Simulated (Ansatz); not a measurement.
**Response to strain in hypothetical rock salt ZrSi**

Base system: ZrSi in the rock salt structure (space group Fm-3m, No. 225; a hypothetical phase, not in the database extracts checked; relaxed with 0.1 eV smearing).

```yaml
crystal:
  lattice:
    - [0.00000, 2.69866, 2.69866]
    - [2.69866, 0.00000, 2.69866]
    - [2.69866, 2.69866, 0.00000]
  atoms:
    - { symbol: Si, position: [0.00000, 0.00000, 0.00000] }
    - { symbol: Zr, position: [0.50000, 0.50000, 0.50000] }
```

Cartesian axes are those of the cell as printed.

Strains are applied to the cell and any free atomic positions relax; under biaxial strain the out-of-plane vector relaxes too.

Levels (all Ansatz, a first-principles code, PAW, earlier PAW set): PBE (420 eV, no spin-orbit coupling); PBEsol (420 eV, spin-orbit coupling left out).

The base cell above is that of PBE; each level relaxes its own structures.

Notes on the quantities. energy relative to the base: free energy F.

| case | energy relative to the base, PBE | energy relative to the base, PBEsol |
|---|---|---|
| biaxial strain −2.33 %, plane normal [001], relaxed out of plane | +21 meV/atom | +22 meV/atom |
| biaxial strain −0.75 %, plane normal [001], relaxed out of plane | +2.0 meV/atom | ___ |
| biaxial strain −2.73 %, plane normal [110], relaxed out of plane | +17 meV/atom | ___ |
| uniaxial strain ε_xx = −2.66 % | +13 meV/atom | +13 meV/atom |
| uniaxial strain ε_xx = +0.47 % | +0.3 meV/atom | +0.4 meV/atom |
| uniaxial strain ε_xx = +0.96 % | +1.4 meV/atom | ___ |
| uniaxial strain ε_yy = −1.30 % | +2.8 meV/atom | ___ |
| uniaxial strain ε_yy = −1.01 % | +1.7 meV/atom | +1.8 meV/atom |
| uniaxial strain ε_zz = +0.90 % | +1.3 meV/atom | ___ |
| tensor shear ε_xy = +1.09 % | +0.6 meV/atom | +0.6 meV/atom |
| strain tensor (xx, yy, zz, yz, xz, xy) = (+0.82, +1.25, −0.84, +0.22, +0.26, −1.17) % | +5.0 meV/atom | +5.3 meV/atom |
| strain tensor (xx, yy, zz, yz, xz, xy) = (−0.02, +0.32, +1.74, +1.35, −1.40, +1.22) % | +7.4 meV/atom | ___ |

Question: Complete the table.

Answer: 
- biaxial strain −0.75 %, plane normal [001], relaxed out of plane, energy relative to the base, PBEsol: +2.2 meV/atom
- biaxial strain −2.73 %, plane normal [110], relaxed out of plane, energy relative to the base, PBEsol: +18 meV/atom
- uniaxial strain ε_xx = +0.96 %, energy relative to the base, PBEsol: +1.5 meV/atom
- uniaxial strain ε_yy = −1.30 %, energy relative to the base, PBEsol: +3.0 meV/atom
- uniaxial strain ε_zz = +0.90 %, energy relative to the base, PBEsol: +1.3 meV/atom
- strain tensor (xx, yy, zz, yz, xz, xy) = (−0.02, +0.32, +1.74, +1.35, −1.40, +1.22) %, energy relative to the base, PBEsol: +7.5 meV/atom

The two levels differ by at most about 1.1 meV/atom. They put the cases in the same order.

Stability against distortions was not tested. The final runs are not spin-polarised.
